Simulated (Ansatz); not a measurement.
The starting structures come from a database of crystals and need not be the phases stable at ambient conditions.

Given:

```
KH2I3O
1.0
    4.69074     0.00000     0.00000
   -0.35829     8.76035     0.00000
    0.00000     0.00000    10.17998
K H I O
2 4 6 2
Direct
  0.59466   0.62110   0.76361
  0.09466   0.12110   0.23639
  0.11608   0.87394   0.79627
  0.61608   0.37394   0.20373
  0.12358   0.83762   0.64650
  0.62358   0.33762   0.35350
  0.57158   0.90540   0.45467
  0.07158   0.40540   0.54533
  0.33640   0.70240   0.24348
  0.83640   0.20240   0.75652
  0.11068   0.49916   0.03170
  0.61068   0.99916   0.96830
  0.10304   0.78959   0.73292
  0.60304   0.28959   0.26708
```

Space group of this cell: Pc. The cell is taken as given; by PBEsol its mean pressure is -1.0 GPa.

Transport runs along the normal of the first two printed cell vectors.

The gap is the functional's own. No spin-orbit coupling. Mid-gap values are interpolated on the energy grid.

Question: Give the band gap and the smallest decay constant κ at mid-gap that Ansatz (an electronic-structure program) with PBEsol yields.

Answer: Gap 1.86 eV on a 6×4×4 mesh; κ = 0.210 1/Å, at the zone centre.
